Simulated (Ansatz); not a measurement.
Consider a periodic stack without vacuum, tetragonal MoSi2 (0 0 1) on zinc-blende GaSb (0 0 1) (film strained to the substrate, started from cuts of the bulks and a machine-learned relaxation; slabs Ga6Sb5 and Mo6Si16, which can lie off the formulas): substrate slab Ga6Sb5, film Mo6Si16, surface cells [[1, 0], [1, 1]] and [[-1, 1], [-1, -1]], film strained by -3.4 and -3.4 %, outermost planes Ga/Ga and Si/Si as cut, which need not be the usual terminations and can put a slab off its formula. Its start:

```yaml
crystal:
  lattice:
    - [4.39298, 0.00000, 0.01370]
    - [0.00000, 4.39298, 0.00151]
    - [-0.62919, 0.01116, 33.18734]
  atoms:
    - { symbol: Ga, position: [0.02596, 0.00021, 0.12610] }
    - { symbol: Ga, position: [0.51072, 0.36074, 0.03380] }
    - { symbol: Ga, position: [0.05667, 0.99566, 0.31372] }
    - { symbol: Ga, position: [0.53982, 0.50283, 0.21965] }
    - { symbol: Ga, position: [0.93468, 0.96540, 0.49937] }
    - { symbol: Ga, position: [0.56177, 0.48273, 0.40709] }
    - { symbol: Sb, position: [0.02421, 0.49592, 0.07699] }
    - { symbol: Sb, position: [0.04620, 0.49644, 0.26668] }
    - { symbol: Sb, position: [0.53183, 0.00222, 0.17242] }
    - { symbol: Sb, position: [0.06385, 0.47234, 0.45597] }
    - { symbol: Sb, position: [0.56166, 0.98400, 0.36097] }
    - { symbol: Mo, position: [0.72351, 0.09277, 0.76586] }
    - { symbol: Mo, position: [0.21039, 0.59156, 0.76583] }
    - { symbol: Si, position: [0.67849, 0.67278, 0.55806] }
    - { symbol: Si, position: [0.23241, 0.03743, 0.56124] }
    - { symbol: Si, position: [0.71570, 0.12633, 0.60080] }
    - { symbol: Si, position: [0.16937, 0.54863, 0.59630] }
    - { symbol: Mo, position: [0.68665, 0.61240, 0.64007] }
    - { symbol: Mo, position: [0.21491, 0.07486, 0.64140] }
    - { symbol: Si, position: [0.72527, 0.11357, 0.68348] }
    - { symbol: Si, position: [0.18901, 0.57308, 0.68287] }
    - { symbol: Si, position: [0.70192, 0.59573, 0.72366] }
    - { symbol: Si, position: [0.22215, 0.08831, 0.72380] }
    - { symbol: Si, position: [0.71010, 0.59441, 0.80785] }
    - { symbol: Si, position: [0.23394, 0.09086, 0.80805] }
    - { symbol: Si, position: [0.75522, 0.10416, 0.84864] }
    - { symbol: Si, position: [0.19742, 0.58069, 0.84862] }
    - { symbol: Mo, position: [0.70488, 0.60183, 0.89090] }
    - { symbol: Mo, position: [0.25483, 0.08258, 0.89138] }
    - { symbol: Si, position: [0.77832, 0.10590, 0.93280] }
    - { symbol: Si, position: [0.18664, 0.57714, 0.93366] }
    - { symbol: Si, position: [0.66835, 0.63131, 0.97179] }
    - { symbol: Si, position: [0.31363, 0.07851, 0.97310] }
```

The start was prepared with a machine-learned potential, and the result is one local minimum, with the in-plane cell held and forces under 0.04 eV/Å; the film can end far from its bulk form.

The numbers are results of PBE (plane waves to 420 eV, PAW; Ansatz, an electronic-structure program), not measurements. Spin–orbit coupling is left out; the runs are not spin-polarised. Its k-point mesh 7×7×1, Fermi–Dirac width 0.05 eV.

Task: Predict the relaxed interface.

Result: 
| Item | Result |
|---|---|
| interface area | 19.3 Å² |
| period | 32.69 Å |
| heights between the nearest atoms of the two slabs at the two interfaces | 1.76 and 1.76 Å |
| Ga–Si contacts across the interfaces within 1.22 times the sum of covalent radii | 4, mean 2.51 Å |
